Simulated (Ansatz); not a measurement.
Start from Na in the bcc (W type) structure (space group Im-3m, No. 229).

```
CELL_PARAMETERS angstrom
     -2.11164     2.11164     2.11164
      2.11164    -2.11164     2.11164
      2.11164     2.11164    -2.11164
ATOMIC_POSITIONS crystal
  Na 0.00000 0.00000 0.00000
```

Cartesian axes are those of the cell as printed.

Level of theory: r2SCAN in Ansatz (plane waves to 500 eV, PAW, no SOC).

Free-standing slabs (1 atom(s) a layer) normal to [110] with 15 Å of vacuum; in-plane cell held at bulk.

One change was made to it. Results:

The shortest interatomic distance decreases by 0.036 Å (3.657 Å → 3.621 Å); the band gap remains zero.

Problem. Name the change that was made.
(A) 4 layers
(B) 3 layers
(C) 2 layers
(D) 1 layer

Solution. C, 2 layers. For comparison, the shortest interatomic distance in the other runs: 3 layers gives 3.609 Å; 4 layers gives 3.609 Å; 1 layer gives 3.657 Å.

No phonon test of stability was made.

Ansatz is an electronic-structure program.
